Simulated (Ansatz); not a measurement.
We look at the energy of the reaction as written. Reaction: 2 cell B → cell A. Negative: the products are lower in energy.

Cell A: a sheet of composition Na2, 2 atoms, hexagonal cell of 3.70 Å (11.9 Å²), symmetry P-3m1, 3.0 Å thick under 14 Å of vacuum, in-plane vectors relaxed; planes from bottom to top: Na × 2; a model cell; spin state with PBE: run without spin, k-point mesh 12×12×1.
```yaml
crystal:
  lattice:
    - [3.70429, 0.00000, 0.00000]
    - [-1.85215, 3.20801, 0.00000]
    - [0.00000, 0.00000, 17.18708]
  atoms:
    - { symbol: Na, position: [0.33333, 0.66667, 0.58769] }
    - { symbol: Na, position: [0.66667, 0.33333, 0.41231] }
```

Cell B: a sheet of composition Na, 1 atom, hexagonal cell of 3.63 Å (11.4 Å²), symmetry P6/mmm, 0.0 Å thick under 16 Å of vacuum, in-plane vectors relaxed; planes from bottom to top: Na; a model cell; spin state with PBE: run without spin, k-point mesh 24×24×1.
```
Na
1.0
    3.63144     0.00000     0.00000
   -1.81572     3.14492     0.00000
    0.00000     0.00000    16.00000
Na
1
Cartesian
  0.00000   0.00000   8.00000
```

Plane-wave PAW calculations with Ansatz (a program for electronic structure), its default PAW set, cutoff 420 eV, 500 eV for r2SCAN. The structures are at rest with PBE; other levels are single points on them. Neutral cells; Fermi-Dirac smearing of at most 0.10 eV in the solids, energies taken to zero width. The lattices are those relaxed with PBE, so at other levels the solids can be strained, which adds to the spread. A dispersion term (D3(BJ), or D4 for r2SCAN) was computed beside these levels and is taken off wherever the name lacks it. No zero-point or thermal terms. The cells' k-point meshes differ in density, so the last digit is unsettled. Cell A has symmetry P-3m1 and got no random move, so less symmetric positions, which may lie lower, weren't tried. Cell B has symmetry P6/mmm and got no random move, so less symmetric positions, which may lie lower, weren't tried.

Estimate the value that r2SCAN returns for this input.

-0.29 eV, for 2 cell B → cell A.

How does the value move with the functional?


```
Functional  value (eV)  less r2SCAN
----------  ----------  -----------
PBE              -0.25         0.04
```

The levels span only 0.04 eV, too little to tell them apart.
